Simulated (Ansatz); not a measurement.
Given:

```
LiF
1.0
    0.00000     2.00994     1.98163
    2.00994     0.00000     1.98163
    2.00994     2.00994     0.00000
Li F
1 1
Direct
  0.00000   0.00000   0.00000
  0.50000   0.50000   0.50000
```

These are r2SCAN, rigid bands (plane waves, PAW, scalar-relativistic; Ansatz, a program for electronic structure) values and carry that method's errors. Condition of this run: uniaxial stress along [001] of 1.2 GPa (compression positive) (the target of the relaxation). How the cell was made: cell and atoms relaxed with PBEsol, then loaded as said.

### Question
What conductivity effective mass do dilute electrons have at 300 K?

### Answer
0.89 mₑ.

### Question
Predict the hole conductivity mass (n e² τ/σ) at 300 K, by direction if it differs.

### Answer
3.6 mₑ.

### Question
And the band gap?

### Answer
10.24 eV at this level; semilocal functionals usually fall short of the measured gap.

Rigid bands, one relaxation time for all states, no polarons. Spin-orbit coupling is left out. Geometry: cell and atoms relaxed with PBEsol.
